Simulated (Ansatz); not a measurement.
Cell of corundum (0 0 1) on zinc-blende InSb (1 1 1) (film strained to the substrate, faces as cut), relaxed at this level with a, b, gamma of the cell held:

```xyz
38
Lattice="4.6934 0.0001 -0.0171 2.3468 4.0641 0.0618 -1.0884 0.8627 29.2949" Properties=species:S:1:pos:R:3 pbc="T T T"
In     2.3481     1.5985     0.7139
In     4.7355     2.8821     4.5319
In     4.7512     0.0857     8.3415
In     2.4219     1.3559    12.2208
Sb     4.7083     2.9366     1.6014
Sb     4.7387     0.1548     5.4216
Sb     2.4084     1.4227     9.3055
Sb     4.7728     2.6934    13.1462
Al     2.4488     1.2442    17.5746
Al     4.7895     2.6293    15.8787
Al     2.4481     3.9585    17.3780
Al     4.8023     2.5662    19.4569
O      0.9402     1.2386    16.5089
O      3.1764     2.5781    16.5264
O      3.9105     3.9701    18.7624
O     -0.6527     1.1118    18.7299
O      1.7569     2.6537    18.7485
O      5.5661     4.0359    16.5424
Al     0.1218     2.5154    22.2099
Al     2.4587     3.9116    19.9947
Al     2.4659     1.1748    21.6214
Al     2.4691     3.8352    24.0254
O      3.3683     2.5680    20.9620
O      0.8627     3.7747    20.9958
O     -0.7529     1.1516    23.1816
O      1.7347     2.4045    23.1880
O      4.0915     3.9244    23.2204
O      0.8133     1.2735    20.9513
Al     2.5167     3.8024    26.7933
Al     2.4782     1.1189    24.2909
Al     0.1504     2.4409    26.4847
Al     2.5228     1.0825    26.9408
O      1.0033     3.8734    25.4887
O      0.9700     1.0275    25.4499
O      1.6588     2.4522    27.6322
O      4.1018     3.7016    27.5670
O     -0.5481     1.1219    27.5652
O      3.1681     2.4587    25.4813
```

Calculation: PBE (plane waves to 420 eV, PAW; Ansatz, a program for electronic structure). Scalar-relativistic, without spin–orbit coupling; the runs are not spin-polarised. Its k-point mesh 6×6×1, Fermi–Dirac width 0.05 eV.

Problem. Give the plane-averaged electrostatic potential energy of an electron along the normal (the smooth PAW potential), about its mean over the cell.

Solution. (z (Å), V (eV)): (0.000, 2.65); (0.293, -0.16); (0.585, -2.51); (1.024, -4.63); (1.317, -3.71); (1.610, -1.67); (1.903, 0.09); (2.342, 3.31); (2.634, 5.50); (2.927, 6.45); (3.220, 6.40); (3.659, 4.35); (3.952, 1.61); (4.244, -0.80); (4.537, -2.77); (4.976, -3.77); (5.269, -2.23); (5.562, -0.41); (5.854, 1.18); (6.147, 3.28); (6.586, 6.32); (6.879, 6.90); (7.171, 6.54); (7.464, 5.10); (7.903, 1.08); (8.196, -1.16); (8.489, -3.03); (8.781, -3.60); (9.220, -1.30); (9.513, 0.38); (9.806, 2.11); (10.099, 4.40); (10.538, 6.96); (10.830, 7.20); (11.123, 6.53); (11.416, 4.57); (11.709, 1.80); (12.148, -1.62); (12.440, -3.22); (12.733, -3.04); (13.026, -1.26); (13.465, 1.38); (13.758, 3.43); (14.050, 5.87); (14.343, 7.41); (14.782, 7.56); (15.075, 6.54); (15.367, 5.51); (15.660, 5.02); (16.099, -0.79); (16.392, -5.11); (16.685, -5.46); (16.977, -2.44); (17.416, 0.58); (17.709, 0.69); (18.002, 1.03); (18.295, -1.52); (18.587, -4.51); (19.026, -3.80); (19.319, -0.53); (19.612, 0.13); (19.905, 0.12); (20.344, -0.51); (20.636, -4.34); (20.929, -6.66); (21.222, -5.24); (21.661, -0.76); (21.954, -0.74); (22.246, -0.30); (22.539, -0.58); (22.978, -5.88); (23.271, -7.08); (23.563, -5.13); (23.856, -1.85); (24.149, -1.57); (24.588, -0.94); (24.881, -1.58); (25.173, -4.59); (25.466, -6.48); (25.905, -4.95); (26.198, -4.21); (26.491, -5.36); (26.783, -5.50); (27.222, -8.93); (27.515, -8.38); (27.808, -3.27); (28.101, 3.28); (28.540, 6.65); (28.832, 5.97); (29.125, 4.06)
